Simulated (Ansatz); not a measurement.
## RhCo₃C (model structure, started from the Mn3GaN type, Pm-3m, No. 221, 5 atoms in the cell)

The numbers are results of LDA in Ansatz (plane waves, PAW), not measurements.

Run with plane-wave cutoff 520 eV, 14×14×14 k mesh, Fermi–Dirac smearing 0.05 eV, spin-polarised with parallel moments, scalar-relativistic PAW data made under PBE.

Cell (relaxed at this level):

```cif
data_CCo3Rh
_chemical_formula_sum 'Co3 Rh1 C1'
_space_group_name_H-M_alt 'P 1'
_space_group_IT_number 1
_cell_length_a 3.68016
_cell_length_b 3.68016
_cell_length_c 3.68016
_cell_angle_alpha 90.000
_cell_angle_beta 90.000
_cell_angle_gamma 90.000
loop_
_space_group_symop_operation_xyz
  'x, y, z'
loop_
_atom_site_label
_atom_site_type_symbol
_atom_site_fract_x
_atom_site_fract_y
_atom_site_fract_z
_atom_site_occupancy
Co1 Co 0.50000 0.50000 0.00000 1
Co2 Co 0.00000 0.50000 0.50000 1
Co3 Co 0.50000 0.00000 0.50000 1
Rh1 Rh 0.00000 0.00000 0.00000 1
C1 C 0.50000 0.50000 0.50000 1
```
Starting moments (μB, in the order of the record's atoms Co Co Co Rh C): 3.0 3.0 3.0 0.0 0.0.

```json
{
 "band_gap": "none",
 "bulk modulus B0": "274 GPa"
}
```

Note: the magnetic order was assumed, not searched for or taken from measurement; the bulk modulus is −V dP/dV from two relaxed cells at ±2 % in volume; the moments ended far under their starting size, a low-moment state that need not be the lowest; the relaxation could raise the start's symmetry but not lower it, so the cell can be a saddle point.

Spin–orbit coupling is not included.

Static lattice: no zero-point or thermal effects.

A model structure was made by putting elements into a prototype or built by hand; it is no filed structure, need not be a known phase, and can be a saddle point held by its symmetry.

Ansatz is a program for electronic structure.
